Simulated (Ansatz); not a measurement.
The reference is AlP in the zinc blende structure (space group F-43m, No. 216; a = 5.508 Å).

Level of theory: PBE (Ansatz, a first-principles code), no spin-orbit coupling.

Carriers are added at fixed cell with a uniform background; the Fermi–Dirac width is that of 300 K.

One change was made to it. Results:

The Fermi level relative to the doped band's edge (positive inside the band; to 0.05 eV) amounts to +0.50 eV; the gap character remains indirect, Γ → X; the gap between the host's bands decreases by 0.03 eV, from 1.63 eV to 1.60 eV.

**Question.** What was done to the base?
A) holes 2.0×10^21 cm⁻³
B) holes 7.0×10^20 cm⁻³
C) holes 1.5×10^21 cm⁻³
D) electrons 1.5×10^21 cm⁻³

**Answer.** D, electrons 1.5×10^21 cm⁻³. For comparison, the Fermi level from band edge in the other runs: holes 1.5×10^21 cm⁻³ gives +0.20 eV; holes 2.0×10^21 cm⁻³ gives +0.25 eV; holes 7.0×10^20 cm⁻³ gives +0.10 eV.

Charged cell with a jellium background: band edges are those of the host's band count, energies are not comparable with the neutral cell, and many-body gap narrowing is missing. No phonon test of stability was made.
